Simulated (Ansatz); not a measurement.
MoPt2 (Immm, No. 71) was calculated with r²SCAN-D4 (PAW; Ansatz, an electronic-structure program).

Numerical settings: plane-wave cutoff 560 eV, 24×24×24 k mesh, Fermi–Dirac smearing 0.05 eV, no spin polarisation, scalar-relativistic PAW data made under PBE.

Computed points:

```
V (Å³/atom)  E − E_lowest (meV/atom)
-----------  -----------------------
14.400                         24.47
14.700                          5.87
15.000                          0.00
15.300                          5.42
15.600                         20.85
```

Question: Estimate the bulk modulus and its pressure derivative from these points.

Answer: V0 = 15.000 Å³/atom, B0 = 301 GPa, B′ = 5.0 (fit to the energies at full precision).

Shape and atoms are relaxed at each volume.

Note: the relaxation could not lower the start's symmetry, so the cell can be a saddle point above a distorted one; the bulk modulus comes from volumes at which shape and atoms were relaxed.

Spin–orbit coupling is not included.
